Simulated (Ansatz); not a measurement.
Response to strain in C

The parent structure is C in the graphite type structure (space group P6_3/mmc, No. 194; layered, stacked along the Cartesian z axis).

```xyz
4
Lattice="2.4583 0.0000 0.0000 -1.2291 2.1289 0.0000 0.0000 0.0000 6.5635" Properties=species:S:1:pos:R:3 pbc="T T T"
C      0.0000     0.0000     1.6409
C      0.0000     0.0000     4.9226
C      0.0000     1.4193     1.6409
C      1.2291     0.7096     4.9226
```

Cartesian axes are those of the cell as printed.

Strains are applied to the cell and any free atomic positions relax; under biaxial strain the out-of-plane vector relaxes too; under stress the whole cell relaxes.

Method: DFT with PBEsol-D3(BJ), PAW potentials and a 420 eV plane-wave cutoff in Ansatz (a program for electronic structure), no spin-orbit coupling.

Notes on the quantities. pressure: mean of the normal stresses, compression positive.

```json
[
 {"case": "base", "pressure": "0.0 GPa", "shortest interatomic distance": "1.419 Å", "space group": "P6_3/mmc (No. 194)"},
 {"case": "biaxial strain −4.86 %, plane normal [001], relaxed out of plane", "pressure": "55.0 GPa", "shortest interatomic distance": "1.350 Å", "space group": "P6_3/mmc (No. 194)"},
 {"case": "biaxial strain +0.67 %, plane normal [001], relaxed out of plane", "pressure": "-5.8 GPa", "shortest interatomic distance": "1.429 Å", "space group": "P6_3/mmc (No. 194)"},
 {"case": "biaxial strain +1.48 %, plane normal [001], relaxed out of plane", "pressure": "-12.3 GPa", "shortest interatomic distance": "1.440 Å", "space group": "P6_3/mmc (No. 194)"},
 {"case": "biaxial strain +3.41 %, plane normal [001], relaxed out of plane", "pressure": "-25.5 GPa", "shortest interatomic distance": "1.468 Å", "space group": "P6_3/mmc (No. 194)"},
 {"case": "isotropic strain −0.63 %", "pressure": "6.0 GPa", "shortest interatomic distance": "1.410 Å", "space group": "P6_3/mmc (No. 194)"},
 {"case": "isotropic strain +2.20 %", "pressure": "-17.4 GPa", "shortest interatomic distance": "1.451 Å", "space group": "P6_3/mmc (No. 194)"},
 {"case": "uniaxial strain ε_xx = −1.01 %", "pressure": "4.7 GPa", "shortest interatomic distance": "1.410 Å", "space group": "Cmcm (No. 63)"},
 {"case": "uniaxial stress, 3 GPa tension along x", "pressure": "–", "shortest interatomic distance": "1.419 Å", "space group": "Cmcm (No. 63)"},
 {"case": "tensor shear ε_xz = +0.69 %", "pressure": "0.0 GPa", "shortest interatomic distance": "1.419 Å", "space group": "C2/c (No. 15)"}
]
```

The mesh was chosen for an insulator and is coarse for the gapless case. Beyond what the load breaks, stability against distortions was not tested.
